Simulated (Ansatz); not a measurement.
## Effective masses and thermopower of SnC under load (space group F-43m)

Data:

```yaml
crystal:
  lattice:
    - [0.00000, 2.50216, 2.50216]
    - [2.50216, 0.00000, 2.50216]
    - [2.50216, 2.50216, 0.00000]
  atoms:
    - { symbol: Sn, position: [0.00000, 0.00000, 0.00000] }
    - { symbol: C, position: [0.25000, 0.25000, 0.25000] }
```

The numbers are results of PBE with spin-orbit coupling, rigid bands (plane waves, PAW; Ansatz, a program for electronic structure), not measurements. Condition of this run: hydrostatic pressure of 2.5 GPa (compression positive) (the target of the relaxation). How the cell was made: cell and atoms relaxed with PBEsol, then loaded as said.

The band gap is 0.89 eV, the electron conductivity mass (300 K, dilute) is 0.104 mₑ and the hole conductivity mass (300 K, dilute) comes out as 0.64 mₑ. The effective density of states N_c (300 K) comes out as 7.6e17 cm⁻³ and the effective density of states N_v (300 K) is 3.9e19 cm⁻³. The density-of-states mass, electrons comes out as 0.097 mₑ, the density-of-states mass, holes comes out as 1.35 mₑ and the Seebeck coefficient, n-type 1e19 cm⁻³, 300 K is -67 μV/K. The best n-type power factor at 300 K for τ = 10 fs (best axis; densities from 1e16 to 1e21 cm⁻³ tried, whether or not they can be reached) is 6.3 μW/(cm·K²) at 3e20 cm⁻³. The Seebeck coefficient, p-type 1e19 cm⁻³, 300 K is 363 μV/K. The best p-type power factor at 300 K for τ = 10 fs (best axis; densities from 1e16 to 1e21 cm⁻³ tried, whether or not they can be reached) is 16.6 μW/(cm·K²) at 3e20 cm⁻³.

Rigid bands; masses and Seebeck coefficients take one relaxation time τ for all states and one kind of carrier; polarons and phonon drag are left out. Geometry: cell and atoms relaxed with PBEsol.

Computed structure with no diffraction record at hand here (it may be known, metastable or hypothetical): SnC under load (space group F-43m).
